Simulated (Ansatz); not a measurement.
We consider AlO₃ (C2, No. 5, 8 atoms in the cell; start mp-2646975), described by r²SCAN (plane waves, PAW; Ansatz, a first-principles code).

Run with plane-wave cutoff 560 eV, 10×10×12 k mesh (along the axes of the cell as run), Fermi–Dirac smearing 0.01 eV, scalar-relativistic PAW data made under PBE.

Cell (relaxed with PBEsol):

```xyz
8
Lattice="7.4410 -1.8475 0.0065 7.4410 1.8475 0.0065 -0.5628 0.0000 2.8817" Properties=species:S:1:pos:R:3 pbc="T T T"
Al     9.9203    -0.5495     2.0150
Al     4.3989    -0.5495     0.8798
O      9.0186    -0.4777     0.3302
O      5.3007    -0.4777     2.5645
O      6.8812    -1.5899     0.2613
O      7.4380    -1.5899     2.6334
O     11.4882    -0.5441     0.8269
O      2.8311    -0.5441     2.0679
```

**Question.** Predict the band gap and smallest direct gap on the k points sampled.

**Answer.** 
- band gap = 2.94 eV (indirect)
- smallest direct gap on the k points sampled = 3.16 eV

Note: cell and atoms aren't relaxed at this level (largest force component 0.33 eV/Å, pressure -1.6 GPa).

Computed values are for the static lattice.

It cost very roughly 5 core-minutes of CPU time.

A start named mp-… is a Materials Project structure, which need not be a measured phase.
